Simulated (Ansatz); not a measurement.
An ideal cubic perovskite cell is held by its symmetry; such compounds can tilt or shift off centre at room temperature. The starting structures come from a database of crystals and need not be the phases stable at ambient conditions.

Inside the gap of an insulator the Bloch states are evanescent, with a wavenumber k + iκ along the transport direction.

Input:

```yaml
crystal:
  lattice:
    - [5.70867, 0.00000, 0.00000]
    - [0.00000, 5.70867, 0.00000]
    - [0.00000, 0.00000, 5.70867]
  atoms:
    - { symbol: Cs, position: [0.00000, 0.00000, 0.00000] }
    - { symbol: Ca, position: [0.50000, 0.50000, 0.50000] }
    - { symbol: Br, position: [0.50000, 0.00000, 0.50000] }
    - { symbol: Br, position: [0.00000, 0.50000, 0.50000] }
    - { symbol: Br, position: [0.50000, 0.50000, 0.00000] }
```

Space group of this cell: Pm-3m, cubic perovskite. The cell is taken as given.

Transport runs along the normal of the first two printed cell vectors, the (001) plane of the conventional cell.

The gap is the functional's own. No spin-orbit coupling. Mid-gap values are interpolated on the energy grid.

**Question.** Predict the band gap and the smallest decay constant κ at mid-gap from r2SCAN (Ansatz, a program for electronic structure).

**Answer.** Gap 5.20 eV on a 6×6×6 mesh; κ = 0.329 1/Å, at the zone centre.
